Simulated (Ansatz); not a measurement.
## SiC (model structure, started from the BN type, Pm-3n, No. 223, 12 atoms in the cell)

All values below come from r²SCAN+rVV10 (Ansatz, a program for electronic structure, PAW).

Run with plane-wave cutoff 560 eV, 6×6×6 k mesh, Fermi–Dirac smearing 0.01 eV, scalar-relativistic PAW data made under PBE.

Cell (relaxed at this level):

CSi has the cubic space group Pm-3n (No. 223), Pearson symbol cP12. Cell: a = b = c = 5.317 Å, α = β = γ = 90.00°. Si on 6c is coordinated by 4 C at 1.880 Å and 2 Si at 2.658 Å. C on 6d is coordinated by 4 Si at 1.880 Å. (Neighbours: up to the widest gap in distance over summed covalent radii, below 1.35, at either atom.)

For SiC (model structure, started from the BN type, Pm-3n, No. 223, 12 atoms in the cell), the band gap is 2.02 eV (on the SCF k mesh). The Γ–Γ gap is 3.24 eV.

Note: the relaxation could raise the start's symmetry but not lower it, so the cell can be a saddle point.

Static lattice: no zero-point or thermal effects.

Computing time: about 100 core-seconds (a rough figure).

A model structure was made by putting elements into a prototype or built by hand; it is no filed structure, need not be a known phase, and can be a saddle point held by its symmetry.
